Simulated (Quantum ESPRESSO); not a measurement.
Worked example: self-consistent single point of CaCo₂Ge₂ (I4/mmm, 5 atoms in the cell) in Quantum ESPRESSO.

Level of theory: LDA (PZ), PSlibrary ultrasoft (LDA) pseudopotentials (plane waves; Quantum ESPRESSO 7.5).

```yaml
crystal:
  lattice:
    - [2.00458, -2.00458, 5.22806]
    - [2.00458, 2.00458, 5.22806]
    - [-2.00458, -2.00458, 5.22806]
  atoms:
    - { symbol: Ca, position: [0.00000, 0.00000, 0.00000] }
    - { symbol: Co, position: [0.50000, 0.75000, 0.25000] }
    - { symbol: Co, position: [0.50000, 0.25000, 0.75000] }
    - { symbol: Ge, position: [0.00000, 0.36710, 0.36710] }
    - { symbol: Ge, position: [0.00000, 0.63290, 0.63290] }
```

Reference input (self-consistent single point, DFT, LDA (PZ), plane waves, PSlibrary ultrasoft (LDA) pseudopotentials): ecutwfc = 55 Ry; ecutrho = 330 Ry; occupations = smearing; smearing = fermi-dirac; degauss = 0.0036749 Ry; K_POINTS = automatic 7 7 7 0 0 0; conv_thr = 1e-11 Ry; mixing_beta = 0.7. This run's input differs from it in these lines:

```diff
@@ -35,3 +35,3 @@
 K_POINTS automatic
-7 7 7  0 0 0
+6 6 6  0 0 0
```

The program printed (abridged):

```
     Self-consistent Calculation

     iteration #  1     ecut=    55.00 Ry     beta= 0.70

     total energy              =    -248.94909179 Ry
     estimated scf accuracy    <       2.26603238 Ry

     iteration #  2     ecut=    55.00 Ry     beta= 0.70
     c_bands:  3 eigenvalues not converged

     total energy              =    -244.28716402 Ry
     estimated scf accuracy    <     111.71407133 Ry

     iteration #  3     ecut=    55.00 Ry     beta= 0.70

     total energy              =    -250.44485865 Ry
     estimated scf accuracy    <       2.63241884 Ry

   [... 18 blocks of this kind left out ...]

     iteration # 22     ecut=    55.00 Ry     beta= 0.70

     total energy              =    -250.77539906 Ry
     estimated scf accuracy    <          2.6E-11 Ry

     iteration # 23     ecut=    55.00 Ry     beta= 0.70
     End of self-consistent calculation

     the Fermi energy is     9.1636 ev

!    total energy              =    -250.77539906 Ry
     estimated scf accuracy    <          8.5E-12 Ry
     smearing contrib. (-TS)   =      -0.00125857 Ry
     internal energy E=F+TS    =    -250.77414049 Ry

     convergence has been achieved in  23 iterations

     Forces acting on atoms (cartesian axes, Ry/au):

     atom    1 type  1   force =     0.00000000    0.00000000    0.00000000
     atom    2 type  2   force =     0.00000000   -0.00000000   -0.00000000
     atom    3 type  2   force =     0.00000000   -0.00000000   -0.00000000
     atom    4 type  3   force =     0.00000000    0.00000000   -0.01473464
     atom    5 type  3   force =     0.00000000    0.00000000    0.01473464

     Total force =     0.020838     Total SCF correction =     0.000001

          total   stress  (Ry/bohr**3)                   (kbar)     P=     -100.53
  -0.00070631  -0.00000000   0.00000000         -103.90       -0.00        0.00
  -0.00000000  -0.00070631  -0.00000000           -0.00     -103.90       -0.00
  -0.00000000   0.00000000  -0.00063755           -0.00        0.00      -93.79

   JOB DONE.
```

The run converged in 23 iterations. Against the reference run the free energy stays essentially unchanged (within 1 meV/atom), the pressure hardly changes (-10.09 to -10.05 GPa) and the largest force goes from 0.337 to 0.379 eV/Å. The full log also holds: “c_bands:  3 eigenvalues not converged”.

The starting cell comes from a database of computed structures (which also holds hypothetical and non-ambient phases and stackings), without a prior relaxation at this level. Its lattice was rescaled by a random factor within 2.5 % of one. Spin polarisation is off. With a pressure of about -10 GPa the cell is away from its equilibrium volume at this level.

Cost on one core of a shared machine: roughly 2 min.
